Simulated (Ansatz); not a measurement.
The parent structure is Be in the hcp (Mg type) structure (space group P6_3/mmc, No. 194; a = 2.255 Å, c = 3.558 Å; relaxed with 0.1 eV smearing). Axes: x lies along a and z along c of the hexagonal cell.

Method: plane-wave PAW DFT at the PBEsol level (Ansatz, a program for electronic structure, 420 eV), no spin-orbit coupling.

Strains are applied to the cell and any free atomic positions relax.

One change was made to it. Results:

| quantity | base | after |
|---|---|---|
| shortest interatomic distance | 220.5 pm | 224.1 pm |
| energy relative to the base (free energy F) | 0 meV/atom | +5.7 meV/atom |

Problem. Name the change that was made.
(A) uniaxial strain ε_zz = +1.50 %
(B) uniaxial strain ε_zz = +3.00 %
(C) uniaxial strain ε_zz = −3.00 %
(D) uniaxial strain ε_zz = +2.50 %
(E) uniaxial strain ε_zz = −1.00 %

Solution. D, uniaxial strain ε_zz = +2.50 %. For comparison, the energy relative to the base in the other runs: uniaxial strain ε_zz = −3.00 % gives +8.9 meV/atom; uniaxial strain ε_zz = +3.00 % gives +8.1 meV/atom; uniaxial strain ε_zz = −1.00 % gives +1.0 meV/atom; uniaxial strain ε_zz = +1.50 % gives +2.1 meV/atom.

Stability against distortions was not tested.
